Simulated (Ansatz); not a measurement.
Response to strain in BAs

Base system: BAs in the zinc blende structure (space group F-43m, No. 216).

```yaml
crystal:
  lattice:
    - [0.00000, 2.38393, 2.38393]
    - [2.38393, 0.00000, 2.38393]
    - [2.38393, 2.38393, 0.00000]
  atoms:
    - { symbol: As, position: [0.75000, 0.75000, 0.75000] }
    - { symbol: B, position: [0.00000, 0.00000, 0.00000] }
```

Cartesian axes are those of the cell as printed.

Strains are applied to the cell and any free atomic positions relax; under biaxial strain the out-of-plane vector relaxes too; under stress the whole cell relaxes.

The values are results of PBEsol/PAW in Ansatz (a first-principles code), no SOC, not measurements.

Notes on the quantities. pressure: mean of the normal stresses, compression positive.

| change | pressure | band gap | volume per atom |
|---|---|---|---|
| base | 0.00 GPa | 1.08 eV | 13.55 Å³ |
| biaxial strain +3.43 %, plane normal [001], relaxed out of plane | -6.28 GPa | 0.40 eV | 14.23 Å³ |
| biaxial strain +3.96 %, plane normal [001], relaxed out of plane | -7.10 GPa | 0.30 eV | 14.34 Å³ |
| biaxial strain −1.32 %, plane normal [111], relaxed out of plane | 3.45 GPa | 0.99 eV | 13.24 Å³ |
| isotropic strain −3.18 % | 16.57 GPa | 0.98 eV | 12.30 Å³ |
| isotropic strain −0.49 % | 2.13 GPa | 1.07 eV | 13.35 Å³ |
| isotropic strain +0.54 % | -2.19 GPa | 1.10 eV | 13.77 Å³ |
| uniaxial strain ε_yy = +4.77 % | -5.95 GPa | 0.79 eV | 14.19 Å³ |
| uniaxial stress, 1 GPa tension along z | – | 1.05 eV | 13.58 Å³ |
| uniaxial stress, 5 GPa tension along z | – | 0.92 eV | 13.71 Å³ |

Beyond what the load breaks, stability against distortions was not tested.
